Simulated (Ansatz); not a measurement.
System: β-phase Si₃N₄ (model structure). Method: PBEsol (Ansatz, a first-principles code, plane waves, PAW).

Settings: plane-wave cutoff 500 eV, 6×6×10 k mesh (along the axes of the cell as run), gaussian smearing 0.02 eV, scalar-relativistic PAW data made under PBE.

Cell (relaxed at this level):

```xyz
14
Lattice="3.8126 -6.6036 0.0000 3.8126 6.6036 0.0000 0.0000 0.0000 2.9100" Properties=species:S:1:pos:R:3 pbc="T T T"
Si     3.5892     3.9199     0.7275
Si     2.4359     1.1484     0.7275
Si     5.4127     1.5354     0.7275
Si     4.0360    -3.9199     2.1825
Si     5.1893    -1.1484     2.1825
Si     2.2125    -1.5354     2.1825
N      3.8126     2.2012     0.7275
N      3.8126    -2.2012     2.1825
N      1.3709    -1.9845     0.7275
N      4.8458    -4.4241     0.7275
N      5.2211    -0.1949     0.7275
N      6.2543     1.9845     2.1825
N      2.7794     4.4241     2.1825
N      2.4041     0.1949     2.1825
```

Q: Give the computed band gap.

A: 
- band gap = 4.20 eV (on the SCF k mesh)

It cost roughly 120 core-seconds of CPU time.

A model structure was made by putting elements into a prototype or built by hand; here it ended with the formula and space group of a phase in our tables.
